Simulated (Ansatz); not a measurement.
# Au under a change: biaxial strain +1.67 %, plane normal [111], relaxed out of plane

Take Au in the fcc (Cu type) structure (space group Fm-3m, No. 225; a = 4.125 Å; relaxed with 0.1 eV smearing) as the base. Axes: x, y, z lie along the cube axes.

It is then changed as follows: biaxial strain +1.67 %, plane normal [111], relaxed out of plane (Cartesian); in-plane vectors clamped, the third vector and the atoms free.

The values are results of r2SCAN, PAW, 500 eV (Ansatz, an electronic-structure program; scalar-relativistic without spin-orbit coupling), not measurements. Settings: 27×27×27 k-points, 0.1 eV Fermi–Dirac smearing.

| quantity | base | changed | shift |
|---|---|---|---|
| space group | Fm-3m (No. 225) | R-3m (No. 166) | – |
| shortest interatomic distance | 2.916 Å | 2.885 Å | -0.031 Å |
| energy relative to the base (free energy F) | 0 meV/atom | +2.6 meV/atom | +2.6 meV/atom |
| pressure (mean of the normal stresses, compression positive) | 0.0 GPa | -1.0 GPa | -1.0 GPa |
| band gap | zero | zero | – |
| out-of-plane strain | – | -2.46 % | – |
| ratio −ε⊥/ε∥ | – | 1.47 | – |

Cost of the whole job for the changed cell (relaxation, final SCF and bands): around 5 core-minutes (rough).

Stability against distortions was not tested.
